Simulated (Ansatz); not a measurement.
Band structure of MgTe (Pm-3m, 2 atoms in the cell).

```yaml
crystal:
  lattice:
    - [3.39302, 0.00000, 0.00000]
    - [0.00000, 3.39302, 0.00000]
    - [0.00000, 0.00000, 3.39302]
  atoms:
    - { symbol: Mg, position: [0.00000, 0.00000, 0.00000] }
    - { symbol: Te, position: [0.50000, 0.50000, 0.50000] }
```

Method of the run: PBE with spin-orbit coupling (plane waves, PAW; Ansatz, a program for electronic structure).

Settings: kpoints.mp_grid.grid = 5 5 5; kpoints.mp_grid.shift = 0.5 0.5 0.5; hamiltonian.xc = pbe; hamiltonian.pseudopotentials = {kind: paw} (the program's default PAW files); magnetization.noncollinear = true; magnetization.spin_orbit = true; scf.occupations.method = gaussian; scf.occupations.width = 0.0037 Ry; kpoints.band_path.npoints = 10.

The starting cell was generated: these elements placed on a structure prototype, without a prior relaxation; it need not be a known phase or ordering of this composition. Its lattice was rescaled by a random factor within 2.5 % of one. The run gives no clean gap (levels at the Fermi energy touch, overlap or are partly filled at this smearing), which alone does not show that the compound is a metal.

Levels in eV from the Fermi level, bands 23 to 30:
| point | 23 | 24 | 25 | 26 | 27 | 28 | 29 | 30 |
|---|---|---|---|---|---|---|---|---|
| Γ | -0.87 | -0.87 | -0.87 | -0.87 | 1.80 | 1.80 | 2.84 | 2.84 |
| X | -0.15 | -0.15 | 0.54 | 0.54 | 4.24 | 4.24 | 5.78 | 5.78 |
| M | -5.78 | -5.78 | -1.85 | -1.85 | 1.63 | 1.63 | 7.57 | 7.57 |
| R | -4.13 | -4.13 | -4.13 | -4.13 | 0.17 | 0.17 | 0.17 | 0.17 |

Bands cross the Fermi level along this path, so the cell is metallic at this level.

The net moment of the cell came out as 0.00 μB.

Keys are those of Ansatz 0.2.
